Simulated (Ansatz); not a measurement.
# What isotropic strain +2.50 % does to HfC

Consider HfC in the rock salt structure (space group Fm-3m, No. 225; a = 4.6071 Å; relaxed with 0.1 eV smearing).

One thing is altered: an isotropic linear strain of +2.50 %, atoms relaxed at fixed cell.

Calculations: PBEsol (Ansatz, an electronic-structure program; PAW; 420 eV plane waves; no SOC). k-mesh 22×22×22 (Γ-centred); smearing 0.1 eV (Fermi–Dirac).

| quantity | base | changed | shift |
|---|---|---|---|
| volume per atom | 12.22 Å³ | 13.16 Å³ | +0.94 Å³ |
| space group | Fm-3m (No. 225) | Fm-3m (No. 225) | – |
| shortest interatomic distance | 2.304 Å | 2.361 Å | +0.0576 Å |
| energy relative to the base (free energy F) | 0 meV/atom | +50 meV/atom | +50 meV/atom |
| pressure | 0.0 GPa | -15.9 GPa | -15.9 GPa |
| band gap | zero | zero | – |

Final structure:

```xyz
2
Lattice="0.0000 2.3611 2.3611 2.3611 0.0000 2.3611 2.3611 2.3611 0.0000" Properties=species:S:1:pos:R:3 pbc="T T T"
Hf     0.0000     0.0000     0.0000
C      2.3611     2.3611     2.3611
```

Whether these cells are dynamically stable was not tested. The final runs are not spin-polarised.
